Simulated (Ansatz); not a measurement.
**Pressure series in hypothetical P4_2/mnm GaN**

Consider GaN (space group P4_2/mnm, No. 136; a = 5.535 Å, c = 3.214 Å; a hypothetical phase, not in the database extracts checked).

Cell and atoms are relaxed at each pressure.

The values are results of plane-wave PAW DFT at the PBE level (Ansatz, a program for electronic structure, 420 eV), spin-orbit coupling left out, not measurements.

```
variant           band gap  shortest interatomic distance     density  c/a ratio  smallest direct gap
----------------  --------  -----------------------------  ----------  ---------  -------------------
base               1.73 eV                        1.938 Å  5.65 g/cm³      0.581              1.74 eV
pressure −2 GPa    1.66 eV                        1.946 Å  5.58 g/cm³      0.580              1.66 eV
pressure −1 GPa    1.69 eV                        1.942 Å  5.61 g/cm³      0.580              1.70 eV
pressure 0.3 GPa   1.74 eV                        1.937 Å  5.66 g/cm³      0.581              1.75 eV
pressure 0.7 GPa   1.75 eV                        1.935 Å  5.67 g/cm³      0.581              1.76 eV
pressure 1.5 GPa   1.78 eV                        1.932 Å  5.70 g/cm³      0.581              1.79 eV
pressure 3 GPa     1.84 eV                        1.926 Å  5.75 g/cm³      0.582              1.84 eV
pressure 5 GPa     1.90 eV                        1.919 Å  5.82 g/cm³      0.583              1.91 eV
pressure 7.5 GPa   1.98 eV                        1.910 Å  5.89 g/cm³      0.585                    –
pressure 10 GPa    2.06 eV                        1.902 Å  5.97 g/cm³      0.586                    –
```

Load acts through the strain it causes; cell and atoms are relaxed under it. No phonon test of stability was made. Competing high-pressure phases were not computed.
